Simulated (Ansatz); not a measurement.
Band-edge transport in semiconductors and insulators: SnSe2 (P-3m1) under several functionals (Ansatz, a first-principles code, without spin-orbit coupling). The PBE cell:

Space group P-3m1 (No. 164); a = b = 3.840 Å, c = 6.006 Å, α = β = 90.00°, γ = 120.00°

```
atom  site  symmetry       x       y       z
----  ----  --------  ------  ------  ------
Sn      1a      -3m.  0.0000  0.0000  0.0000
Se      2d       3m.  0.3333  0.6667  0.2653
```

```json
[
 {"Functional": "PBE", "cell relaxed with": "PBE+d3bj", "volume (Å³/atom)": "25.57", "band gap": "0.33 eV", "electron conductivity mass": "0.28 mₑ", "Seebeck coefficient, n-type 1e19 cm⁻³": "-296 μV/K"},
 {"Functional": "r2SCAN", "cell relaxed with": "PBEsol+d3bj", "volume (Å³/atom)": "23.87", "band gap": "0.37 eV", "electron conductivity mass": "0.24 mₑ", "Seebeck coefficient, n-type 1e19 cm⁻³": "-284 μV/K"},
 {"Functional": "HSE06", "cell relaxed with": "PBEsol+d3bj", "volume (Å³/atom)": "23.87", "band gap": "0.68 eV", "electron conductivity mass": "0.23 mₑ", "Seebeck coefficient, n-type 1e19 cm⁻³": "-280 μV/K"}
]
```

For the band gap, PBE gives 0.33 eV and HSE06 0.68 eV: PBE lies 51 % below.

The PBE and HSE06 rows stand on cells whose volumes differ by 7.1 %, so the difference holds the effect of the cell as well as that of the functional.

Masses are for dilute carriers at 300 K, harmonic means over directions unless an axis is named. Seebeck coefficients are for the stated density at 300 K, with one relaxation time for all states and whether or not that doping can be reached. Spin-orbit coupling is left out.

Formula and space group known from diffraction (Crystallography Open Database), not checked to be the room-temperature form: SnSe2 (P-3m1). PBEsol with a dispersion correction tends to overbind, so the cell can be several per cent short, in bad cases over ten, which usually narrows a gap: SnSe2 (P-3m1).
